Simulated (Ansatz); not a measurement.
# Ti3Al: pressure series

Start from Ti$_{3}$Al (space group P6_3/mmc, No. 194; a = 5.7553 Å, c = 4.6546 Å).

Cell and atoms are relaxed at each pressure.

Method: PBE (Ansatz, a quantum-chemistry and plane-wave program), scalar-relativistic without spin-orbit coupling, earlier PAW set.

Notes on the quantities. enthalpy: H = E + PV relative to the base's energy.

```json
[
 {"variant": "base", "c/a ratio": "0.809", "enthalpy": "–", "lattice parameter a": "5.755 Å"},
 {"variant": "pressure −2 GPa", "c/a ratio": "0.808", "enthalpy": "-0.21 eV/atom", "lattice parameter a": "5.792 Å"},
 {"variant": "pressure −1 GPa", "c/a ratio": "0.808", "enthalpy": "-0.10 eV/atom", "lattice parameter a": "5.773 Å"},
 {"variant": "pressure 0.9 GPa", "c/a ratio": "0.809", "enthalpy": "+0.09 eV/atom", "lattice parameter a": "5.740 Å"},
 {"variant": "pressure 2.1 GPa", "c/a ratio": "0.809", "enthalpy": "+0.22 eV/atom", "lattice parameter a": "5.720 Å"},
 {"variant": "pressure 4.5 GPa", "c/a ratio": "0.810", "enthalpy": "+0.46 eV/atom", "lattice parameter a": "5.682 Å"},
 {"variant": "pressure 9 GPa", "c/a ratio": "0.811", "enthalpy": "+0.90 eV/atom", "lattice parameter a": "5.618 Å"},
 {"variant": "pressure 15 GPa", "c/a ratio": "0.813", "enthalpy": "+1.48 eV/atom", "lattice parameter a": "5.544 Å"},
 {"variant": "pressure 22.5 GPa", "c/a ratio": "0.814", "enthalpy": "+2.16 eV/atom", "lattice parameter a": "5.463 Å"},
 {"variant": "pressure 30 GPa", "c/a ratio": "0.816", "enthalpy": "+2.82 eV/atom", "lattice parameter a": "5.393 Å"}
]
```

Load acts through the strain it causes; cell and atoms are relaxed under it. Whether these cells are dynamically stable was not tested. No other phases were tried under pressure. The final runs are not spin-polarised.
